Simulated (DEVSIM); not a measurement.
System: Schottky contact on n-type GaN, at 300 K.

Layer 1 from the left is GaN, thickness (μm) 0.580, Nd (cm⁻³) 4.1e16, τn (s) 8.3e-8, τp (s) 8.3e-8. Layer 2 from the left is GaN, thickness (μm) 1.50, Nd (cm⁻³) 8.6e17, τn (s) 8.3e-8, τp (s) 8.3e-8.

Left contact: Schottky, work function 5.6 eV, emission velocity 4.4e6 cm/s. Right contact: ohmic. Voltage is applied to the left contact. Recombination: SRH at mid-gap, Auger. Mobility is μmin + (μ − μmin)/(1 + (N/Nref)^α).

Constants are typed, rounded textbook-type inputs, not results; the design itself was drawn at random and stands for no fabricated device. Values at 300 K.

GaN: gap (eV) 3.43, affinity (eV) 4.1, permittivity 9.5, Nc (cm⁻³) 2.3e18, Nv (cm⁻³) 4.6e19, μn (cm²/Vs) 1200, μp (cm²/Vs) 100, μn,min 55, μp,min 3, Nref,n 2e17, Nref,p 3e17, αn 1, αp 2, Cn (cm⁶/s) 1e-30, Cp (cm⁶/s) 1e-30.

DEVSIM, 1D drift-diffusion, Boltzmann statistics, complete ionisation; no tunnelling, impact ionisation, image-force lowering or self-heating. Metal contacts follow the ideal Schottky-Mott rule: no Fermi-level pinning, no interface dipoles.

Dark forward current:

```tsv
|V| (V)	|J| (A/cm²)
0.40	5.192e-13
0.45	3.588e-12
0.50	2.480e-11
0.55	1.713e-10
0.60	1.184e-9
0.65	8.178e-9
0.70	5.648e-8
0.75	3.901e-7
0.80	2.693e-6
0.85	1.859e-5
0.90	0.0001282
0.95	0.0008845
1.00	0.006096
1.05	0.04197
1.10	0.2886
1.15	1.978
1.20	13.44
1.25	88.01
1.30	488.2
1.35	1771
1.40	4047
```

**Question.** Work out the local ideality factor n = ΔV / (kT/q · ln(J2/J1)) between the rows 0.40 and 0.45 V, 0.45 and 0.50 V, 1.35 and 1.40 V.

**Answer.** kT/q = 25.85 mV. From 0.40 to 0.45 V: ln(3.588e-12/5.192e-13) = 1.933, n = 1.00, near the 1 of diffusion or emission over a barrier. From 0.45 to 0.50 V: ln(2.480e-11/3.588e-12) = 1.933, n = 1.00, near the 1 of diffusion or emission over a barrier. From 1.35 to 1.40 V: ln(4047/1771) = 0.826, n = 2.34; the layers' resistance at their doping, Σ W/(qμN) = 1.3e-5 Ω cm², would take 29 mV of this step of 50 mV.

**Question.** Estimate the current at 0.80 V for emission alone, J0 = q v N_band exp(−φB/kT), and read the barrier back from the simulated current.

**Answer.** φB = 1.500 eV, N_band = 2.30e18 cm⁻³, J0 = 1.02e-19 A/cm²; J = J0 (exp(qV/kT) − 1) = 2.82e-6 A/cm². The simulation gives 2.69e-6 A/cm²; the estimate lies 4.5 % above. Read backwards, the simulated current gives an apparent barrier of 1.501 eV. The estimate leaves out transport through the depletion region and minority injection.
